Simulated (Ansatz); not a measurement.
TaRu (space group P4/mmm, No. 123)

```cif
data_RuTa
_chemical_formula_sum 'Ta1 Ru1'
_space_group_name_H-M_alt 'P4/mmm'
_space_group_IT_number 123
_space_group_name_Hall '-P 4 2'
_cell_length_a 3.02455
_cell_length_b 3.02455
_cell_length_c 3.38631
_cell_angle_alpha 90.000
_cell_angle_beta 90.000
_cell_angle_gamma 90.000
loop_
_atom_site_label
_atom_site_type_symbol
_atom_site_symmetry_multiplicity
_atom_site_Wyckoff_symbol
_atom_site_fract_x
_atom_site_fract_y
_atom_site_fract_z
_atom_site_occupancy
Ta1 Ta 1 d 0.50000 0.50000 0.50000 1
Ru1 Ru 1 a 0.00000 0.00000 0.00000 1
```

Computed with Kohn–Sham DFT with the PBEsol functional, run in Ansatz (an electronic-structure program) with PAW and 420 eV plane waves, no SOC. Γ-centred 15×15×14 mesh, Fermi–Dirac width 0.05 eV.

| Item | Result |
|---|---|
| Volume per atom | 15.49 Å³ |
| Density | 15.12 g/cm³ |
| Band gap | zero |
| Total energy | -7811.794 eV/atom (σ→0; compares only within this code and set-up) |

No phonon test of stability was made. All final runs are without spin polarisation.
